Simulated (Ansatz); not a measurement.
## Quick settings and what they miss: Nb₂AlB₆ (P6/mmm, 9 atoms in the cell)

Self-consistent single point.

```
Nb2AlB6
1.0
    2.96212     0.00000     0.00000
   -1.48106     2.56527     0.00000
    0.00000     0.00000    10.03398
Al Nb B
1 2 6
Direct
  0.00000   0.00000   0.00000
  0.00000   0.00000   0.66567
  0.00000   0.00000   0.33433
  0.33333   0.66667   0.84333
  0.66667   0.33333   0.15667
  0.66667   0.33333   0.84333
  0.33333   0.66667   0.15667
  0.33333   0.66667   0.50000
  0.66667   0.33333   0.50000
```

Computed with LDA (PW92), PAW files made with PBE (plane waves; Ansatz, an electronic-structure program).

Base settings: basis.ecutwfc = 420 eV; kpoints.mp_grid.grid = 9 9 3; hamiltonian.xc = lda; hamiltonian.pseudopotentials = {kind: paw} (the program's default PAW files); scf.occupations.method = methfessel_paxton; scf.occupations.width = 0.1 eV.

Tight run (finer mesh or higher cutoff; not a proven limit): basis.ecutwfc: 420 eV → 590 eV; kpoints.mp_grid.grid: 9 9 3 → 13 13 5; scf.convergence.dr2_threshold: default (1e-07 eV) → 1e-09 eV. It gave Fermi level (on the code's own zero) 16.96 eV; pressure 8.83 GPa; largest force (vector length) 0.232 eV/Å.

Quick runs, as changes from the base:
- A: the base itself
- B: basis.ecutwfc: 420 eV → 210 eV; kpoints.mp_grid.grid: 9 9 3 → 4 4 4; hamiltonian.xc: lda → pbesol; scf.occupations.method: methfessel_paxton → cold; scf.occupations.width: 0.1 eV → 0.2 eV [PBEsol]
- C: basis.ecutwfc: 420 eV → 335 eV; kpoints.mp_grid.grid: 9 9 3 → 6 6 6
- D: basis.ecutwfc: 420 eV → 295 eV; kpoints.mp_grid.grid: 9 9 3 → 4 4 4; scf.occupations.method: methfessel_paxton → gaussian; scf.occupations.width: 0.1 eV → 0.136 eV
- E: basis.ecutwfc: 420 eV → 210 eV; kpoints.mp_grid.grid: 9 9 3 → 8 8 8; scf.occupations.method: methfessel_paxton → cold; scf.occupations.width: 0.1 eV → 0.2 eV; scf.convergence.dr2_threshold: default (1e-07 eV) → 0.0001 eV
- F: basis.ecutwfc: 420 eV → 295 eV; kpoints.mp_grid.grid: 9 9 3 → 8 8 8; scf.occupations.method: methfessel_paxton → fermi_dirac; scf.occupations.width: 0.1 eV → 0.136 eV

Energies are extrapolated to zero smearing width, which holds to low order in the width alone.

Dashes: energy of B, another energy zero.

† marks runs with another functional, U, potentials or spin treatment: their distance from the tight run is not a convergence error alone.

The count of work is k-points × plane waves × bands × iterations; it is no time. 

Pressures in the table are Ansatz's without its Pulay estimate, at a fixed set of plane waves; the tight run's value above holds the estimate.

The starting cell comes from a database of computed structures (which also holds hypothetical and non-ambient phases and stackings), without a prior relaxation at this level. Its lattice was rescaled by a random factor within 2.5 % of one. Spin polarisation is off. In the base run, with a pressure of about 9 GPa the cell is away from its equilibrium volume at this level.

```tsv
run	energy less tight (meV/atom)	pressure less tight (GPa)	largest miss in a force vector (eV/Å)	count of work / tight
A	-0.2	-0.21	0.104	0.18
B†	–	-38.57	0.782	0.032
C	13.0	-1.81	0.259	0.18
D	66.8	-4.66	0.285	0.058
E	651.9	-45.76	0.509	0.12
F	48.9	-4.94	0.037	0.24
```

Among the runs at the tight run's level, the energy misses run from 0.2 to 651.9 meV/atom.

Keys are those of Ansatz 0.2.
